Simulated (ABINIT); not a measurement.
Troubleshooting ABINIT: a failed run on CsRb₂AlF₆ (Fm-3m, 10 atoms in the cell). The aim is a self-consistent single point with DFT, PBEsol, plane waves, norm-conserving pseudopotentials (PseudoDojo nc-sr-04 PBEsol standard).

Input:

```
# CsRb2AlF6, PseudoDojo nc-sr-04 PBEsol standard
pp_dirpath "./"
pseudos "Cs.upf, Rb.upf, Al.upf, F.upf"
acell 6.5703867133 6.5703867133 6.5703867133 Angstrom
rprim
         0.0000000000    0.7071067812    0.7071067812
         0.7071067812   -0.0000000000    0.7071067812
         0.7071067812    0.7071067812   -0.0000000000
natom 10
ntypat 4
znucl 55 37 13 9
typat 1 2 2 3 4 4 4 4 4 4
xcart
         4.6459650000    4.6459650000    4.6459650000
         6.9689475000    6.9689475000    6.9689475000
         2.3229825000    2.3229825000    2.3229825000
         0.0000000000    0.0000000000    0.0000000000
         1.8411030102    4.6459650000    4.6459650000
         7.4508269898    4.6459650000    4.6459650000
         4.6459650000    1.8411030102    4.6459650000
         4.6459650000    7.4508269898    4.6459650000
         4.6459650000    4.6459650000    1.8411030102
         4.6459650000    4.6459650000    7.4508269898
      Angstrom
occopt 1
nband 38
kptopt 1
ngkpt 3 3 3
nshiftk 1
shiftk 0 0 0
nstep 50
tolvrs 1.0e-12
diemac 12
prtwf 0
prtden 0
```

Output (repeated stretches shortened):

```
 Netcdf library supports MPI-IO
-instrng: 35 lines of input have been read from file run.abi

 For atom type 1, psp file is ./Cs.upf
 For atom type 2, psp file is ./Rb.upf
 For atom type 3, psp file is ./Al.upf
 For atom type 4, psp file is ./F.upf

 inpspheads: deduce mpsang = 4, n1xccc = 2501.

=======================================================
 invars1m : enter jdtset= 0
 ingeo: takes atomic coordinates from input array xcart

--- !COMMENT
src_file: m_symfind.F90
src_line: 823
message: |
    The tolerance on symmetries =   1.000E-05 is bigger than 1.0e-8.
    In order to avoid spurious effects, the atomic coordinates have been
    symmetrized before storing them in the dataset internal variable.
    So, do not be surprised by the fact that your input variables (xcart, xred, ...)
    do not correspond exactly to the ones echoed by ABINIT, the latter being used to do the calculations.
    This is not a problem per se.
    Still, in order to avoid this symmetrization (e.g. for specific debugging/development), decrease tolsym to 1.0e-8 or lower,
    or (much preferred) use input primitive vectors that are accurate to better than 1.0e-8.
    This message will only be printed once, even if there are other datasets where tolsym is bigger than 1.0e-8.
...

 symlatt: the Bravais lattice is cF (face-centered cubic)
 symspgr: spgroup= 225  Fm -3 m   (=Oh^5)
 symspgr: optical characteristics = isotropic

--- !ERROR
src_file: m_invars2.F90
src_line: 837
mpi_rank: 0
message: |
    The input keyword "ecut" is compulsory !
    Action: add a value for "ecut" in the input file.
...

 abinit_abort: decision taken to exit. Check above messages for more info
Abort(13) on node 0 (rank 0 in comm 0): application called MPI_Abort(MPI_COMM_WORLD, 13) - process 0

--- !ERROR
src_file: m_invars2.F90
src_line: 837
mpi_rank: 0
message: |
    The input keyword "ecut" is compulsory !
    Action: add a value for "ecut" in the input file.
...
```

Task: From the messages shown, name the fault and mend the input.

Result: The fault is no plane-wave cutoff. The cutoff has no default. To fix it, give the cutoff. The program stopped before any SCF iteration.

An input that runs soundly differs in these lines (not the only fix; some lines may just follow from the change or write a value another way):
```diff
+ecut 42 Ha
```

With that input, the run converged in 18 iterations: free energy E − TS -6197.74 eV; top of the valence band (on the code's own zero) -0.96 eV; gap on the k-point mesh 5.73 eV; pressure -2.20 GPa; largest force (vector length) 0.160 eV/Å (DFT, PBEsol, plane waves, norm-conserving pseudopotentials (PseudoDojo nc-sr-04 PBEsol standard)).

On the sound input: the starting cell comes from a database of computed structures (which also holds hypothetical and non-ambient phases and stackings), without a prior relaxation at this level.
